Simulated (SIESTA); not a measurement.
A self-consistent single point of ZnPbO3 (R3c, 10 atoms in the cell) with SIESTA.

Method of the run: GGA PBEsol, numerical atomic orbitals DZP, PseudoDojo PBEsol standard norm-conserving potentials (rewritten from UPF to PSML) (SIESTA 5.4.2).

```xyz
10
Lattice="2.7427 1.5835 4.8459 -2.7427 1.5835 4.8459 0.0000 -3.1670 4.8459" Properties=species:S:1:pos:R:3 pbc="T T T"
Zn     0.0000     0.0000     7.2683
Zn     0.0000     0.0000    14.5372
Pb     0.0000     0.0000     3.1657
Pb     0.0000     0.0000    10.4346
O      1.8581     0.1946     6.4596
O     -1.0976     1.5119     6.4596
O     -0.7605    -1.7065     6.4596
O      0.7605     1.4605     8.8825
O      0.8846    -1.3889     8.8825
O     -1.6451    -0.0716     8.8825
```

Reference input (self-consistent single point, DFT, GGA PBEsol, numerical atomic orbitals DZP, PseudoDojo PBEsol standard norm-conserving potentials (rewritten from UPF to PSML)): XC.functional = GGA; XC.authors = PBEsol; potentials = PseudoDojo PBEsol standard; PAO.BasisSize = DZP; PAO.EnergyShift = 0.01 Ry; MeshCutoff = 300 Ry; kgrid.MonkhorstPack = 5 5 5; OccupationFunction = MP; OccupationMPOrder = 1; ElectronicTemperature = 1160.45 K; MaxSCFIterations = 150; SCF.Mixer.Method = Broyden. This run's input differs from it in these lines:

```diff
@@ -37,5 +37,5 @@
 %block kgrid.MonkhorstPack
-    5   0   0  0.0
-    0   5   0  0.0
-    0   0   5  0.0
+    3   0   0  0.5
+    0   3   0  0.5
+    0   0   3  0.5
 %endblock kgrid.MonkhorstPack
```

The program printed (abridged):

```
        iscf     Eharris(eV)        E_KS(eV)     FreeEng(eV)     dDmax    Ef(eV) dHmax(eV)
   scf:    1   -17325.834770   -17674.235728   -17674.224014  1.236817 -0.628891 65.757777
   scf:    2   -17872.410880   -17847.638422   -17847.638422  1.454484 -4.772378  5.127022
   scf:    3   -17849.218638   -17848.477337   -17848.477337  0.087571 -4.779051  3.405668
   scf:    4   -17849.408255   -17849.047415   -17849.042650  0.144295 -5.102798  0.691158
   scf:    5   -17849.090257   -17849.076052   -17849.071339  0.035029 -5.158248  0.343829
   [... 141 lines left out ...]
   scf:  147   -17849.072833   -17849.076218   -17849.075788  0.004060 -4.642227  0.003473
   scf:  148   -17849.082967   -17849.079596   -17849.074561  0.004060 -5.160122  0.001615
   scf:  149   -17849.079596   -17849.079596   -17849.074561  0.000002 -5.160131  0.001536
   scf:  150   -17849.072833   -17849.076218   -17849.075788  0.004060 -4.642227  0.003473
SCF_NOT_CONV: SCF did not converge in maximum number of steps (required).
SCF_NOT_CONV: SCF did not converge in maximum number of steps (required).
Geom step, scf iteration, dDmax, dHmax:    0   150      0.004060     0.000255
Geom step, scf iteration, dDmax, dHmax:    0   150      0.004060     0.000255

ABNORMAL_TERMINATION
ABNORMAL_TERMINATION
Stopping Program from Node:    0
Stopping Program from Node:    0
```

The run ended unconverged after 150 iterations. 

The starting cell comes from a database of computed structures (which also holds hypothetical and non-ambient phases and stackings), without a prior relaxation at this level. Its lattice was rescaled by a random factor within 2.5 % of one. Values carry the incompleteness of an atom-centred basis.

Cost on one core of a shared machine: roughly 4 min.
